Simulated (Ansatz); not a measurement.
Consider CdSe in the zinc blende structure (space group F-43m, No. 216; a = 6.1333 Å).

Levels (all Ansatz, a first-principles code, PAW, earlier PAW set): r2SCAN (500 eV, no spin-orbit coupling); HSE06+SOC (420 eV, with spin-orbit coupling).

Its gap is 1.03 eV with r2SCAN and 1.35 eV with HSE06+SOC.

It is then changed as follows: full substitution Se → S, then cell and atoms are relaxed.

With r2SCAN the gap becomes 1.54 eV.

**Question.** If the HSE06+SOC correction stayed the same, what would the HSE06+SOC gap be, and what does the HSE06+SOC run give?

**Answer.** A rigid correction of +0.32 eV gives 1.86 eV. The HSE06+SOC run gives 2.08 eV, so the correction itself changes by +0.22 eV.

Single points use the geometry relaxed with r2SCAN. The spin-orbit shifts are approximate. Stability against distortions was not tested.
